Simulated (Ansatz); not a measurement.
For A15 Nb3Sn (cubic form, which distorts at low temperature), PBEsol+SOC (Ansatz, an electronic-structure program, plane waves, PAW) gives:

| Quantity | Result |
|---|---|
| equilibrium lattice constant a | 5.258 Å |
| bulk modulus | 176 GPa |

Problem. What does r²SCAN in Ansatz (PAW) give for the same quantities?

Solution. 
- lattice constant a: 5.304 Å (goes up by 0.9 %)
- bulk modulus: 170 GPa (decreases by 3.4 %)

For comparison: lattice constant a 5.289 Å (measured, temperature not stated, no zero-point or thermal correction; as tabulated in Priinits et al. (2024), arXiv:2406.00817); bulk modulus 165 GPa (measured, 4 K, no zero-point or thermal correction; as tabulated in Lu and Klein (1997), arXiv:cond-mat/9704251).

Changes are worked out from the printed values.

Unless a cell is named, each level is at its own relaxed cell (PBEsol+SOC 18.17, r²SCAN 18.66 Å³/atom).

Caveats: symmetry holds this phase in the static calculation, where it need not be a minimum (PBEsol+SOC, r²SCAN). Ansatz's density-functional and Hartree–Fock values are scalar-relativistic unless marked +SOC, with PAW data made under PBE.
